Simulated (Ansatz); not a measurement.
SnO, pressure series

Base system: SnO in the litharge type structure (space group P4/nmm, No. 129; a = 3.793 Å, c = 4.764 Å; layered, stacked along the Cartesian z axis).

Cell and atoms are relaxed at each pressure.

Computed with r2SCAN+rVV10, PAW, 500 eV (Ansatz, a quantum-chemistry and plane-wave program; no spin-orbit coupling), earlier PAW set.

Candidates:
(a) pressure −1 GPa
(b) pressure 0.9 GPa
(c) pressure 22.5 GPa
(d) pressure 9 GPa
(e) pressure 15 GPa

Base values:

```
Quantity   Result
---------  ------
c/a ratio   1.256
```

Task: Order them by c/a ratio, highest first.

Result: (a) pressure −1 GPa (1.289), (b) pressure 0.9 GPa (1.237), (d) pressure 9 GPa (1.180), (e) pressure 15 GPa (1.164), (c) pressure 22.5 GPa (1.153)

The mesh was chosen for an insulator and is coarse for the gapless case. Load acts through the strain it causes; cell and atoms are relaxed under it. Whether these cells are dynamically stable was not tested. Competing high-pressure phases were not computed. All final runs are without spin polarisation.
